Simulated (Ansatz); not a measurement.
Partial pair distribution functions of a relaxed model of amorphous gallium oxide (Ga24O35), broadened by 0.06 Å; density 4.62 g/cm³. The numbers are results of PBE, scalar-relativistic without spin-orbit coupling (plane waves to 420 eV, PAW; Ansatz, a quantum-chemistry and plane-wave program), not measurements. The usual formal charges leave 2 electrons over, so the level spacing at the Fermi energy parts defect or band states and needn't be the band gap.

A CHGNet melt-quench gave the starting glass, which DFT then relaxed. O atoms were pushed apart under 1.9 Å during the dynamics, to hinder bonds among them. The hot cell started wider than the set density and was brought back towards it in steps. It is the lowest in DFT energy of 2 quenches. It is a model cell: composition and starting density were chosen by hand, and all elements were melted together. No dispersion term was used. Its density started from a set value of 4.62 and ended at 4.62 g/cm³. The quench (nominally 350 K/ps over its main leg) was far faster than any real one, so the model tends to hold more defects than a real film. One small periodic cell is one sample of the glass; other quenches scatter about these values. The volume was held where the preparation left it and the shape relaxed, at a PBE pressure of -1.6 GPa (tension). Stress components on the final sampling reach 1.9 GPa. On a 2×2×2 Γ-centred mesh force components of up to 0.34 eV/Å stay, since the relaxation ran on the zone centre alone.

```
r (Å)  g Ga-O  g Ga-Ga  g O-O
-----  ------  -------  -----
1.65     0.02     0.00   0.00
1.75     1.07     0.00   0.00
1.85     7.12     0.00   0.00
1.95     8.97     0.00   0.00
2.05     3.46     0.00   0.00
2.15     0.80     0.00   0.00
2.25     0.10     0.00   0.00
2.35     0.01     0.00   0.01
2.45     0.08     0.00   0.39
2.55     0.12     0.00   1.19
2.65     0.14     0.00   1.31
2.75     0.08     0.05   1.48
2.85     0.03     0.82   1.93
2.95     0.08     2.21   2.39
3.05     0.18     2.28   2.47
3.15     0.31     2.40   2.61
3.25     0.45     2.99   2.21
3.35     0.56     2.86   1.55
3.45     0.78     2.52   1.03
3.55     0.88     1.85   0.73
3.65     0.95     0.93   0.73
3.75     0.86     0.33   0.46
3.85     1.06     0.17   0.52
3.95     1.33     0.31   0.49
4.05     1.48     0.31   0.64
4.15     1.64     0.26   0.50
4.25     1.50     0.16   0.63
4.35     1.47     0.66   0.71
4.45     1.49     0.90   0.75
```

Within 2.30 Å each Ga has 4.42 O neighbours on average.
